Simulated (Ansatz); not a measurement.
The parent structure is ZnS in the zinc blende structure (space group F-43m, No. 216).

```
CELL_PARAMETERS angstrom
      0.00000     2.64841     2.64841
      2.64841     0.00000     2.64841
      2.64841     2.64841     0.00000
ATOMIC_POSITIONS crystal
  Zn 0.00000 0.00000 0.00000
  S  0.75000 0.75000 0.75000
```

Cartesian axes are those of the cell as printed.

Calculations: Ansatz (an electronic-structure program), LDA, PAW, cutoff 420 eV, scalar-relativistic without spin-orbit coupling.

For the base:

| Property | Value |
|---|---|
| Shortest interatomic distance | 4.334 bohr |
| Valley order | Γ 2.13 eV; X along ⟨100⟩ 3.05 eV; L along ⟨111⟩ 3.20 eV |

Now apply this change: tensile biaxial strain of 1.67 % in the plane normal to [111], as in epitaxy on a mismatched substrate; the out-of-plane cell vector and the atoms relax.

Task: Estimate the effect on the shortest interatomic distance and valley order.

Result: The shortest interatomic distance goes up by 0.0104 bohr (4.334 bohr → 4.345 bohr); the valley order (the lowest conduction-band minima on the path, energy above the VBM, named in the base's zone) changes from Γ 2.13 eV; X along ⟨100⟩ 3.05 eV; L along ⟨111⟩ 3.20 eV to Γ 1.92 eV; L along [111] 2.85 eV; X along [001] 2.98 eV; L along [1-1-1] 3.14 eV.

The levels and masses belong to the bands next to the band gap. Stability against distortions was not tested.
